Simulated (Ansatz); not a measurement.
Consider the following.

End structure of a constructed model of the (110) surface of bcc Ta, a cell of two sites (a+b, b-a) surface alloy, In on one Ta site of the top plane (bottom of the slab: a bare face, its two planes held):

```
CELL_PARAMETERS angstrom
      1.91624     2.70998     0.00000
     -3.83249     2.70998     0.00000
      0.00000     0.00000    28.00000
ATOMIC_POSITIONS crystal
  Ta 0.50000 0.00000 0.29195
  Ta 0.00000 0.50000 0.29195
  Ta 0.00000 0.00000 0.37577
  Ta 0.50000 0.50000 0.37577
  Ta 0.50000 0.00000 0.45896
  Ta 0.00000 0.50000 0.45952
  Ta 0.00000 0.00000 0.54270
  Ta 0.50000 0.50000 0.54357
  Ta 0.50000 0.00000 0.62627
  Ta 0.00000 0.50000 0.62585
  In 0.00000 0.00000 0.72362
  Ta 0.50000 0.50000 0.70229
```

Slab: 12 atoms, 11.7 Å thick at the start; k 11x8x1, smearing 0.1 eV, dipole-corrected; 4 atoms held, the rest relaxed; held to the start's symmetry, so lower structures may exist; no spin, no spin-orbit, no U. It is one candidate, not shown to be the stable structure of the face.

Question: Estimate the work function of the top face that PBE run with Ansatz (an electronic-structure program) returns for this input.

Answer: 4.41 eV
